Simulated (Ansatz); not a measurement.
The starting structures come from a database of crystals and need not be the phases stable at ambient conditions.

The decay constant κ of evanescent states in the gap governs leakage through a thin film.

Here is the system:

```xyz
12
Lattice="6.3368 0.0000 0.0000 0.0000 8.3281 0.0000 0.0000 4.1640 2.7432" Properties=species:S:1:pos:R:3 pbc="T T T"
Mg     0.0000     0.0000     0.0000
Mg     3.1684     0.0000     0.0000
Cr     1.5842     5.3418     0.0000
Cr     4.7526     2.9863     0.0000
O      1.5842     4.3860     1.3850
O      4.7526     8.1061     1.3582
O      4.7526     3.9421     1.3850
O      1.5842     8.5500     1.3582
O      0.2665     6.2758     0.0000
O      6.0703     2.0523     0.0000
O      3.4348     2.0523     0.0000
O      2.9019     6.2758     0.0000
```

Space group of this cell: Cmcm. The cell is taken as given; by r2SCAN its mean pressure is -1.5 GPa.

Transport runs along the normal of the first two printed cell vectors.

No gap correction and no spin-orbit coupling; mid-gap values are interpolated between computed energies.

### Question
State the band gap and the smallest decay constant κ at mid-gap according to r2SCAN (Ansatz, a quantum-chemistry and plane-wave program).

### Answer
Gap 2.62 eV on a 6×12×12 mesh; κ = 0.412 1/Å, at the zone centre.
